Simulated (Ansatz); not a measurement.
SiC (F-43m), r2SCAN with spin-orbit coupling, rigid bands in Ansatz (an electronic-structure program): N_v = 1.31e20 cm⁻³ at 300 K and a hole conductivity mass of 0.679 mₑ.

**Question.** For 1e16 holes per cm³ at 300 K, place the Fermi level, estimate the Seebeck coefficient of a parabolic band with constant τ, and give mobility and conductivity for τ = 10 fs.

**Answer.** The level lies k_BT ln(N_v/p) = 0.245 eV above the valence-band maximum. S ≈ +(k_B/e)[ln(N_v/p) + 5/2] = 1032 μV/K, against 1033 μV/K from the full bands (mean over directions). μ = eτ/m = 25.9 cm²/(V·s) and σ = peμ = 0.0415 S/cm. τ is assumed, not computed.

Band transport and this doping are assumed; polarons and phonon drag are left out.
